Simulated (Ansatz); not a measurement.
CdS (model structure, started from the BN type, Pm-3n, No. 223, 12 atoms in the cell) was calculated with LDA (Ansatz, a program for electronic structure, PAW).

Run with plane-wave cutoff 520 eV, 6×6×6 k mesh, Fermi–Dirac smearing 0.01 eV, scalar-relativistic PAW data made under PBE.

Cell (relaxed at this level):

```xyz
12
Lattice="7.0835 0.0000 0.0000 0.0000 7.0835 0.0000 0.0000 0.0000 7.0835" Properties=species:S:1:pos:R:3 pbc="T T T"
Cd     1.7709     0.0000     3.5418
Cd     3.5418     1.7709     0.0000
Cd     3.5418     5.3126     0.0000
Cd     5.3126     0.0000     3.5418
Cd     0.0000     3.5418     5.3126
Cd     0.0000     3.5418     1.7709
S      1.7709     3.5418     0.0000
S      0.0000     1.7709     3.5418
S      0.0000     5.3126     3.5418
S      5.3126     3.5418     0.0000
S      3.5418     0.0000     5.3126
S      3.5418     0.0000     1.7709
```

Problem. Give the computed band gap.

Solution. 
- band gap: 1.19 eV (on the SCF k mesh)

Note: the relaxation could raise the start's symmetry but not lower it, so the cell can be a saddle point.

Spin–orbit coupling is not included.

The computed numbers hold no vibrational or temperature effects.

The result took about 5 core-minutes (a rough figure).

A model structure was made by putting elements into a prototype or built by hand; it is no filed structure, need not be a known phase, and can be a saddle point held by its symmetry.
